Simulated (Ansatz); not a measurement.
Input:

```xyz
2
Lattice="0.0446 3.1174 3.1174 3.1174 0.0446 3.1174 3.1620 3.1620 0.0000" Properties=species:S:1:pos:R:3 pbc="T T T"
Sn     0.0000     0.0000     0.0000
Te     3.1620     3.1620     3.1174
```

No spin polarisation.

The values are results of Ansatz (a first-principles code) LDA, without spin-orbit coupling, not measurements. Settings: 9×9×9 k-points, 0.05 eV Fermi–Dirac smearing.

Predict the stress and space group.


- Stress (xx, yy, zz, yz, xz, xy; compression positive) = (0.00, 0.00, -0.01, 0.00, 0.00, -0.51) GPa
- Space group = Immm (No. 71)

The cells carry an imposed strain or load. Stability against distortions was not tested. The cell was made from SnTe in the rock salt structure (space group Fm-3m, No. 225) by this change: tensor shear ε_xy = +1.43 %.
